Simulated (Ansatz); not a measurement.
The parent structure is SiO2 in the rutile structure (space group P4_2/mnm, No. 136; a = 4.1848 Å, c = 2.6684 Å). Axes: x, y, z lie along a, b, c of the conventional cell.

Method: r2SCAN (Ansatz, a first-principles code; PAW; 500 eV plane waves; spin-orbit coupling left out), earlier PAW set.

Base values:

Hole mass: 1.7 mₑ along c, 1.1 mₑ across (at Γ)

One thing is altered: biaxial strain +1.25 %, plane normal [001], relaxed out of plane (Cartesian); in-plane vectors clamped, the third vector and the atoms free.

Question: Predict the new hole mass.

Answer: The hole mass goes from 1.7 mₑ along c, 1.1 mₑ across (at Γ) to 2.0 mₑ out of plane, 1.1 mₑ in plane (at Γ).

Question: How does this affect the out-of-plane strain?

Answer: The out-of-plane strain amounts to -0.61 %.

The levels and masses belong to the bands next to the band gap. Masses are band curvatures over ±0.01 Å⁻¹ around the edge. No phonon test of stability was made.
